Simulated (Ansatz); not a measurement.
For BeSe (model structure, started from the BeO type, P4₂/mnm, No. 136, 8 atoms in the cell), LDA (Ansatz, a program for electronic structure, plane waves, PAW) gives:

```
Quantity                    Value
-------------------  ------------
lattice parameter a       6.169 Å
c axis length             3.612 Å
cohesive energy      4.63 eV/atom
```

Question: What does PBE (Ansatz, plane waves, PAW) give for the same quantities?

Answer: 
- lattice constant a: 6.295 Å (rises by 2.0 %)
- lattice parameter c: 3.673 Å (goes up by 1.7 %)
- cohesive energy: 3.92 eV/atom (falls by 0.71 eV/atom)

Changes are worked out from the printed values.

Unless a cell is named, each level is at its own relaxed cell (LDA 17.19, PBE 18.19 Å³/atom).

Ansatz's density-functional and Hartree–Fock values are scalar-relativistic unless marked +SOC, with PAW data made under PBE.

A model structure was made by putting elements into a prototype or built by hand; it is no filed structure, need not be a known phase, and can be a saddle point held by its symmetry.
